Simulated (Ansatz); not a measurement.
## AlPt3 (I4/mcm, No. 140, 8 atoms in the cell; start mp-1080448)

Method: PBEsol (plane waves, PAW; Ansatz, a first-principles code).

Run with plane-wave cutoff 500 eV, 14×14×14 k mesh, Fermi–Dirac smearing 0.1 eV, scalar-relativistic PAW data made under PBE.

Cell (relaxed at this level):

```
AlPt3
1.0
   -2.72863     2.72863     3.91235
    2.72863    -2.72863     3.91235
    2.72863     2.72863    -3.91235
Al Pt
2 6
Direct
  0.75000   0.25000   0.50000
  0.25000   0.75000   0.50000
  0.75000   0.75000   0.00000
  0.25000   0.25000   0.00000
  0.21807   0.71807   0.93614
  0.78193   0.28193   0.06386
  0.71807   0.78193   0.50000
  0.28193   0.21807   0.50000
```

For AlPt3 (I4/mcm, No. 140, 8 atoms in the cell; start mp-1080448), the band gap comes out as none.

Note: the relaxation could not lower the start's symmetry, so the cell can be a saddle point above a distorted one.

Spin–orbit coupling is not included.

The result took around 7 core-minutes (rough).

A start named mp-… is a Materials Project structure, which need not be a measured phase.
